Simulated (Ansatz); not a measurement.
The starting structures come from a database of crystals and need not be the phases stable at ambient conditions.

Inside the gap of an insulator the Bloch states are evanescent, with a wavenumber k + iκ along the transport direction.

Consider the following.

```
K2P3
1.0
    6.35325     0.00000     0.00000
    0.00000    14.26021     0.00000
    2.91008     7.13011     3.16542
K P
4 6
Cartesian
  3.17662  10.69516   0.00000
  3.17662   3.56505   0.00000
  4.47452  14.26021   1.72718
  4.78881   7.13011   1.43824
  8.00530   8.20532   1.79701
  1.25803  13.18499   1.36841
  1.25803  15.33543   1.36841
  8.00530   6.05489   1.79701
  0.00000   2.16042   0.00000
  0.00000  12.09979   0.00000
```

Space group of this cell: Fmmm. The cell is taken as given.

Transport runs along the normal of the first two printed cell vectors.

The gap is the functional's own, uncorrected, and κ follows it; spin-orbit coupling is left out. Mid-gap values are interpolated between the computed energies.

Problem. Give the band gap and the smallest decay constant κ at mid-gap that PBEsol (Ansatz, a quantum-chemistry and plane-wave program) yields.

Solution. Gap 0.62 eV on a 10×10×10 mesh; κ = 0.171 1/Å, at (0.500, 0.000) of the in-plane reciprocal vectors. At the zone centre, at the nearest computed energy, the slowest state has κ = 0.22 1/Å.
